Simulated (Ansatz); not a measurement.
# AlP, element substitutions

Base system: AlP in the zinc blende structure (space group F-43m, No. 216).

```xyz
2
Lattice="0.0000 2.7352 2.7352 2.7352 0.0000 2.7352 2.7352 2.7352 0.0000" Properties=species:S:1:pos:R:3 pbc="T T T"
P      4.1028     4.1028     4.1028
Al     0.0000     0.0000     0.0000
```

Each row replaces one element on all its sites; cell and atoms are relaxed.

The values are results of PBEsol in Ansatz (plane waves to 420 eV, PAW, scalar-relativistic without spin-orbit coupling), not measurements.

| case | shortest interatomic distance | electron mass | width of the top valence band |
|---|---|---|---|
| base | 236.9 pm | 0.77 mₑ along k, 0.24 mₑ across (at X) | 2.84 eV |
| Al → Lu | 263.6 pm | 2.0 mₑ along k, 2.2 mₑ across (at X) | 0.77 eV |
| Al → B | 195.7 pm | 1.3 mₑ along k, 0.22 mₑ across (off the special points) | 5.60 eV |
| P → As | 245.7 pm | 0.87 mₑ along k, 0.24 mₑ across (at X) | 2.82 eV |

The levels and masses belong to the bands next to the band gap. Effective masses come from finite differences of ±0.01 Å⁻¹. Along k means along the line from Γ to the band edge. Stability against distortions was not tested. As relaxed here, LuP is a hypothetical phase, not in the database extracts checked.

Ansatz is a first-principles code.
